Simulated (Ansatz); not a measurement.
Base system: K₃Sb (space group P6_3/mmc, No. 194; a = 6.0148 Å, c = 10.6768 Å). Axes: x lies along a and z along c of the hexagonal cell.

It is then changed as follows: the cell is stretched by 2.25 % along x with no lateral relaxation; the atoms relax in the strained cell.

Method: Ansatz (a first-principles code), PBEsol, PAW, cutoff 420 eV, no spin-orbit coupling.

Task: Give the band edges at the high-symmetry points of the new zone, measured from its valence-band maximum.

Result: 
| point | valence edge (eV) | conduction edge (eV) |
|---|---|---|
| Γ | -0.01 | 0.40 |
| Y | -0.04 | 1.76 |
| C₀ | -0.28 | 1.81 |
| Σ₀ | -0.28 | 1.81 |
| Z | -0.06 | 1.57 |
| A₀ | 0.00 | 1.95 |
| E₀ | 0.00 | 1.95 |
| T | -0.04 | 1.62 |
| S | 0.00 | 1.69 |
| R | -0.01 | 1.64 |

The gap is 0.40 eV, indirect, A₀ → Γ.

Spin-orbit coupling, missing from the scalar runs, can matter with Sb. Stability against distortions was not tested. Labels are those of the standard path for the cell's own space group.
